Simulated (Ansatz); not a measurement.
B₂CO (model structure, P-4m2, No. 115, 4 atoms in the cell), treated with G0W0@PBEsol (plane waves, hard PAW, contour deformation; Ansatz, a quantum-chemistry and plane-wave program).

The cell is the one relaxed with PBEsol. Conventional cell: a = 2.6448 Å, b = 2.6448 Å, c = 3.6513 Å, α = 90.00°, β = 90.00°, γ = 90.00°.

One run with a 10×10×6 mesh, response cutoff 100 eV and 107 empty bands, not extrapolated in mesh or basis; no spin–orbit coupling.

Highest filled and lowest empty level by k point (fractions of the reciprocal vectors of the cell (2.645 -0.000 0.000) (-0.000 2.645 0.000) (0.000 0.000 3.651) Å; eV from the valence maximum of each method):

| k | PBEsol filled | PBEsol empty | QP filled | QP empty |
|---|---|---|---|---|
| 0 0 0 | 0.00 | 2.31 | 0.00 | 3.69 |
| 0 0.4 -0.5 | -0.28 | 5.47 | (withheld) | (withheld) |
| 0.1 0.3 0 | -0.83 | 5.62 | -0.96 | 7.31 |
| 0.1 0.4 0.333 | -0.89 | 6.12 | -1.06 | 7.79 |
| 0.2 0.2 0.167 | -1.36 | 5.98 | -1.49 | 7.71 |
| 0.2 0.3 0 | -2.24 | 5.89 | -2.47 | 7.51 |
| 0.3 0.4 0.167 | -2.82 | 4.31 | (withheld) | (withheld) |
| -0.5 -0.5 0.167 | -3.34 | 2.38 | -3.71 | 3.82 |

### Question
Estimate the withheld levels to about 0.1 eV.

### Answer

- 0 0.4 -0.5, QP filled: -0.41
- 0 0.4 -0.5, QP empty: 7.05
- 0.3 0.4 0.167, QP filled: -3.14
- 0.3 0.4 0.167, QP empty: 5.85

Note: the relaxation could raise the start's symmetry but not lower it, so the cell can be a saddle point.

A model structure was made by putting elements into a prototype or built by hand; it is no filed structure, need not be a known phase, and can be a saddle point held by its symmetry.
